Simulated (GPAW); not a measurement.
Input and output of a self-consistent single point for a defect of GdN2 (3 atoms in the cell) (GPAW).

Computed with PBE, GPAW PAW datasets PBE (gpaw-data 1.0.1) (plane waves; GPAW).

The change in words: 2 x 1 x 1 supercell, one Gd atom taken out, nothing relaxed; kpts: 4 4 4 → 2 4 4; nbands: -8 → -11; convergence.bands: -6 → default. Reference geometry:
```
CELL_PARAMETERS angstrom
      0.00000     2.50245     2.50245
      2.50245     0.00000     2.50245
      2.50245     2.50245     0.00000
ATOMIC_POSITIONS crystal
  Gd 0.00000 0.00000 0.00000
  N  0.50000 0.50000 0.50000
```
Moments meant for the start (each program seeds them in its own way; μB, in the order of the atoms Gd N): 7.0 0.0.

Reference input (self-consistent single point, DFT PBE, plane waves, GPAW PAW datasets PBE (gpaw-data 1.0.1)): spinpol = true; mode = pw; ecut = 950 eV; xc = PBE; kpts = 4 4 4; mesh shift (steps) = 0 0 0; occupations.name = fermi-dirac; occupations.width = 0.01 eV; nbands = -8; convergence.density = 1e-05 e/electron; convergence.energy = 1e-05 eV/electron; convergence.bands = -6. This run's input differs from it in these lines:

```diff
@@ -4,11 +4,12 @@
 
-atoms = Atoms(['Gd', 'N'],
-              cell=[[0.000000, 2.502450, 2.502450],
+atoms = Atoms(['Gd', 'N', 'N'],
+              cell=[[0.000000, 5.004900, 5.004900],
                     [2.502450, 0.000000, 2.502450],
                     [2.502450, 2.502450, 0.000000]],
-              scaled_positions=[[0.000000, 0.000000, 0.000000],
-                                [0.500000, 0.500000, 0.500000]],
+              scaled_positions=[[0.500000, 0.000000, 0.000000],
+                                [0.250000, 0.500000, 0.500000],
+                                [0.750000, 0.500000, 0.500000]],
               pbc=True)
 
-atoms.set_initial_magnetic_moments([7.0, 0.0])
+atoms.set_initial_magnetic_moments([7.0, 0.0, 0.0])
 
@@ -17,6 +18,6 @@
             xc='PBE',
-            kpts={'size': (4, 4, 4), 'gamma': True},
+            kpts={'size': (2, 4, 4), 'gamma': True},
             occupations={'name': 'fermi-dirac', 'width': 0.01},
-            nbands=-8,
-            convergence={'density': 1e-05, 'energy': 1e-05, 'bands': -6},
+            nbands=-11,
+            convergence={'density': 1e-05, 'energy': 1e-05},
             symmetry={'symmorphic': False, 'tolerance': 0.0005},
```

Log, with long lists cut:

```
     iter     time        total  log10-change:  magmom
                         energy   eigst   dens
iter:   1 --:--:--   -55.028670                   +6.9956
iter:   2 --:--:--   -29.594568   -0.58  -0.72    +3.9799
iter:   3 --:--:--   -45.532800   -0.01  -0.92    +3.9874
iter:   4 --:--:--   -26.400786   -0.77  -0.62    +3.2140
iter:   5 --:--:--   -25.394069   -2.54  -1.03    +2.6479
   [... 12 lines left out ...]
iter:  18 --:--:--   -27.017122   -3.70  -2.66    +6.2519
iter:  19 --:--:--   -27.014290   -3.49  -2.63    +6.2531
iter:  20 --:--:--   -27.013398   -4.41  -2.31    +6.2509
   [... lines left out ...]
iter: 150 --:--:--   -27.026767   -2.96  -2.57    +6.2494

Did not converge!

Here are some tips:

1) Make sure the geometry and spin-state is physically sound.
2) Use less aggressive density mixing.
3) Solve the eigenvalue problem more accurately at each scf-step.
4) Use a smoother distribution function for the occupation numbers.
5) Try adding more empty states.
6) Use enough k-points.
7) Don't let your structure optimization algorithm take too large steps.
8) Solve the Poisson equation more accurately.
9) Better initial guess for the wave functions.

See details here:

    https://gpaw.readthedocs.io/documentation/convergence.html
Traceback (most recent call last):
   [... frames left out ...]
gpaw.KohnShamConvergenceError: Did not converge!  See text output for help.
```

The run ended unconverged after 150 iterations. 

The starting cell has typed, rounded lattice constants, without a prior relaxation at this level. Its lattice was rescaled by up to half a per cent. Spin-orbit coupling is off.

Cost on one core of a shared machine: roughly 10 min.
